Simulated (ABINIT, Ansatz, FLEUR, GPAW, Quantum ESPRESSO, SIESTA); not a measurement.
# HfNi3 (P6_3/mmc, 8 atoms in the cell) computed with different codes at matched settings

Self-consistent single point.

```
HfNi3
1.0
    5.28320     0.00000     0.00000
   -2.64160     4.57539     0.00000
    0.00000     0.00000     4.30447
Hf Ni
2 6
Direct
  0.33333   0.66667   0.75000
  0.66667   0.33333   0.25000
  0.15718   0.31435   0.25000
  0.84283   0.68565   0.75000
  0.84283   0.15718   0.75000
  0.15718   0.84283   0.25000
  0.68565   0.84283   0.25000
  0.31435   0.15718   0.75000
```

All programs got the same cell, k-point mesh and kind of occupations (in Ansatz's words: kpoints.mp_grid.grid = 5 5 6; scf.occupations.method = fermi_dirac; scf.occupations.width = 0.1 eV); potentials, basis and cutoffs are each program's usual ones.

| code | model | pressure (GPa) | largest force (eV/Å) | k-points | cutoff |
|---|---|---|---|---|---|
| Ansatz | PBEsol, PAW files made with PBE | -8.22 | 0.094 | 20 | 420 eV |
| SIESTA | GGA PBEsol, numerical atomic orbitals TZP, PseudoDojo PBEsol standard norm-conserving potentials (rewritten from UPF to PSML) | -12.97 | 0.080 | 78 | grid 400 Ry |
| FLEUR | PBEsol, all-electron FLAPW (FLEUR), scalar-relativistic valence | – | 0.106 | 20 | Kmax 4.1 1/bohr |
| GPAW | PBEsol, GPAW PAW datasets PBEsol (made by gpaw-setup) | -6.91 | 0.077 | 20 | 800 eV |
| Quantum ESPRESSO | PBEsol, PSlibrary PAW (PBE) pseudopotentials | -9.99 | 0.020 | 20 | 55 Ry |
| ABINIT | PBEsol, norm-conserving pseudopotentials (PseudoDojo nc-sr-04 PBEsol standard) | -8.06 | 0.102 | 20 | 98 Ry |

A dash marks a value that a program does not give, or that is left out as unsure.

The spread over the programs that give each value: pressure within 6.06 GPa; largest force within 0.086 eV/Å.

The starting cell comes from a database of computed structures (which also holds hypothetical and non-ambient phases and stackings), without a prior relaxation at this level. Its lattice was rescaled by a random factor within 2.5 % of one. On Ansatz's run: Spin-orbit coupling is off. Spin polarisation is off. In the base run, with a pressure of about -8 GPa the cell is away from its equilibrium volume at this level.

Why do the programs differ, and what cannot be compared?

Differences of this kind can come from the potentials, where these differ, and from what each basis and cutoff leave unconverged. The valence holds different numbers of electrons (Ansatz (an electronic-structure program) 160, SIESTA 132, FLEUR 148, GPAW 120, Quantum ESPRESSO 84, ABINIT 132). The zero of total energies and Fermi levels follows the potentials and each program's conventions, so they are not compared here. SIESTA uses small atom-centred bases, whose incompleteness enters pressures, forces and empty levels differently from a plane-wave cutoff. FLEUR treats all electrons, but the usual bases taken here (sphere radii, linearisation, local orbitals, empty states) were not tested for convergence, so the values are no reference for the others. Ansatz's pressure is given at a fixed set of plane waves, as the other plane-wave codes print theirs; with its correction for the finite basis it is -8.14 GPa. The programs reduce the same mesh by symmetry to different extents, which changes the work and not the result. In the pressure, SIESTA (by 4.84), GPAW (by 1.22) and Quantum ESPRESSO (by 1.86) lie more than 1 GPa from the median of the plane-wave programs.

Keys are those of Ansatz 0.2.
